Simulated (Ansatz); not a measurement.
**AlBN2 (model structure, started from the ScAlN2 type, P3m1, No. 156, 4 atoms in the cell): smallest direct gap on the k points sampled by level of theory**

No measured value is used here.

```json
[
 {"level (code)": "LDA (Ansatz)", "value (eV)": "5.14"},
 {"level (code)": "PBE (Ansatz)", "value (eV)": "___"},
 {"level (code)": "PBEsol (Ansatz)", "value (eV)": "5.01"},
 {"level (code)": "HSE06 (Ansatz)", "value (eV)": "___"},
 {"level (code)": "PBE0 (Ansatz)", "value (eV)": "7.23"},
 {"level (code)": "G0W0@PBEsol (Ansatz)", "value (eV)": "6.83"}
]
```

Question: Complete the blanks.

Answer: 
- PBE (Ansatz, an electronic-structure program), value (eV): 5.05
- HSE06 (Ansatz), value (eV): 6.49

At these levels the smallest gap is indirect and lower: LDA 4.06, PBE 4.21, PBEsol 4.05, HSE06 5.47, PBE0 6.21, G0W0@PBEsol 5.99 eV. Computed values are for a static lattice.  Values are at the PBEsol cell. Cutoffs and k meshes differ between the levels. Ansatz's density-functional and Hartree–Fock values are scalar-relativistic unless marked +SOC, with PAW data made under PBE.

A model structure was made by putting elements into a prototype or built by hand; it is no filed structure, need not be a known phase, and can be a saddle point held by its symmetry.
